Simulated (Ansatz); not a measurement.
## Pressure series in AlNi3

The reference is AlNi$_{3}$ in the Cu3Au type structure (space group Pm-3m, No. 221; a = 3.567 Å; weakly magnetic (sensitive to the mesh)).

Cell and atoms are relaxed at each pressure.

Levels (all Ansatz, a first-principles code, PAW): PBE (420 eV, spin-orbit coupling left out); r2SCAN (500 eV, without spin-orbit coupling).

The base cell above is that of PBE; each level relaxes its own structures.

```
case              lattice parameter a, PBE  lattice parameter a, r2SCAN
----------------  ------------------------  ---------------------------
pressure −2 GPa                    3.580 Å                            ?
pressure −1 GPa                    3.573 Å                            ?
pressure 3 GPa                     3.548 Å                      3.509 Å
pressure 7 GPa                     3.525 Å                      3.489 Å
pressure 15 GPa                    3.484 Å                      3.452 Å
pressure 30 GPa                    3.422 Å                      3.394 Å
pressure 50 GPa                    3.357 Å                      3.334 Å
pressure 75 GPa                    3.293 Å                            ?
pressure 100 GPa                   3.242 Å                            ?
```

Q: Complete the table.

A: 
- pressure −2 GPa, lattice parameter a, r2SCAN: 3.538 Å
- pressure −1 GPa, lattice parameter a, r2SCAN: 3.532 Å
- pressure 75 GPa, lattice parameter a, r2SCAN: 3.273 Å
- pressure 100 GPa, lattice parameter a, r2SCAN: 3.224 Å

PBE lies above r2SCAN in every row, by 0.017 Å to 0.042 Å. They put the cases in the same order.

The magnetic state is the one reached from the starting moments; the real material's order can differ, and small cells can't hold many antiferromagnetic ones. Load acts through the strain it causes; cell and atoms are relaxed under it. Stability against distortions was not tested. Competing high-pressure phases were not computed.
